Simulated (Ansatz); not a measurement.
Consider IrO₂ in the rutile structure (space group P4_2/mnm, No. 136; a = 4.4718 Å, c = 3.1536 Å). Axes: x, y, z lie along a, b, c of the conventional cell.

Computed with PBEsol (Ansatz, an electronic-structure program; PAW; 420 eV plane waves; no spin-orbit coupling).

Strains are applied to the cell and any free atomic positions relax.

One change was made to it. Results:

```csv
quantity,base,after
energy relative to the base (free energy F),0 meV/atom,+14 meV/atom
"pressure (mean of the normal stresses, compression positive)",0.0 GPa,11.4 GPa
```

Task: Which change produced these results?
A) strain tensor (xx, yy, zz, yz, xz, xy) = (+0.10, −2.13, −1.34, −0.37, −0.72, −0.10) %
B) uniaxial strain ε_zz = −3.92 %
C) uniaxial strain ε_zz = +3.51 %

Result: A, strain tensor (xx, yy, zz, yz, xz, xy) = (+0.10, −2.13, −1.34, −0.37, −0.72, −0.10) %. For comparison, the energy relative to the base in the other runs: uniaxial strain ε_zz = −3.92 % gives +35 meV/atom; uniaxial strain ε_zz = +3.51 % gives +26 meV/atom.

Without a gap, meshes like the base's 11×11×15 leave anisotropic stresses uncertain by several tenths of a GPa, and small strain energies with them. Stability against distortions was not tested. No Hubbard U is applied, and correlation can decide whether such a compound is a metal. The final runs are not spin-polarised.
